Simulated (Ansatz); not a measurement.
Cubic perovskite CsSrF3 was calculated with r²SCAN (Ansatz, a first-principles code, PAW).

Numerical settings: plane-wave cutoff 560 eV, 8×8×8 k mesh, Fermi–Dirac smearing 0.01 eV, scalar-relativistic PAW data made under PBE.

Response to compression and expansion:

| V (Å³/atom) | P (GPa) | direct gap at Γ (eV) |
|---|---|---|
| 20.321 | 3.22 | 7.420 |
| 20.753 | 2.02 | 7.338 |
| 21.186 | 0.95 | 7.257 |
| 21.618 | 0.00 | 7.175 |
| 22.050 | -0.85 | 7.094 |
| 22.483 | -1.60 | 7.014 |
| 22.915 | -2.28 | 6.933 |

A straight line through the gaps at Γ against ln V gives a volume deformation potential dE_g(Γ)/d ln V of -4.0 eV: the gap at Γ widens under compression.

Note: the relaxation could not lower the start's symmetry, so the cell can be a saddle point above a distorted one.

Spin–orbit coupling is not included.
